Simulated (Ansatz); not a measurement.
The starting structures come from a database of crystals and need not be the phases stable at ambient conditions.

Inside the gap of an insulator the Bloch states are evanescent, with a wavenumber k + iκ along the transport direction.

Consider the following.

```yaml
crystal:
  lattice:
    - [4.25374, 0.00000, 0.00000]
    - [0.00000, 8.51186, 0.00000]
    - [-0.00454, 0.00000, 6.01583]
  atoms:
    - { symbol: Cu, position: [0.54233, 0.37360, 0.26698] }
    - { symbol: Cu, position: [0.04233, 0.62640, 0.76698] }
    - { symbol: Cu, position: [0.53041, 0.87608, 0.26958] }
    - { symbol: Cu, position: [0.03041, 0.12392, 0.76958] }
    - { symbol: I, position: [0.04140, 0.37517, 0.01707] }
    - { symbol: I, position: [0.54140, 0.62483, 0.51707] }
    - { symbol: I, position: [0.03166, 0.87474, 0.01928] }
    - { symbol: I, position: [0.53166, 0.12526, 0.51928] }
```

Space group of this cell: Pc. The cell is taken as given.

Transport runs along the normal of the first two printed cell vectors.

The gap is the functional's own. No spin-orbit coupling. Mid-gap values are interpolated on the energy grid.

Q: Estimate the band gap and the smallest decay constant κ at mid-gap that r2SCAN in Ansatz (a program for electronic structure) returns for this system.

A: Gap 1.68 eV on a 8×4×6 mesh; κ = 0.154 1/Å, at the zone centre.
